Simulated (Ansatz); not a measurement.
SrZrO₃ (P4mm, No. 99, 5 atoms in the cell; start mp-1068742; a measured phase of this formula has another space group) was calculated with PBEsol+SOC (Ansatz, a quantum-chemistry and plane-wave program, PAW).

Settings: plane-wave cutoff 520 eV, 8×8×8 k mesh, Fermi–Dirac smearing 0.01 eV, PAW data made under PBE.

Cell (relaxed with PBEsol):

```yaml
crystal:
  lattice:
    - [4.11103, 0.00000, 0.00000]
    - [0.00000, 4.11103, 0.00000]
    - [0.00000, 0.00000, 4.19217]
  atoms:
    - { symbol: Sr, position: [0.50000, 0.50000, 0.55398] }
    - { symbol: Zr, position: [0.00000, 0.00000, 0.00411] }
    - { symbol: O, position: [0.00000, 0.00000, 0.48195] }
    - { symbol: O, position: [0.50000, 0.00000, 0.95198] }
    - { symbol: O, position: [0.00000, 0.50000, 0.95198] }
```

Question: Estimate the band gap and smallest direct gap on the k points sampled that the calculation returns.

Answer: 
band gap: 3.35 eV (indirect)
smallest direct gap on the k points sampled: 3.63 eV

Computing time: about 4 core-minutes (a rough figure).

A start named mp-… is a Materials Project structure, which need not be a measured phase.
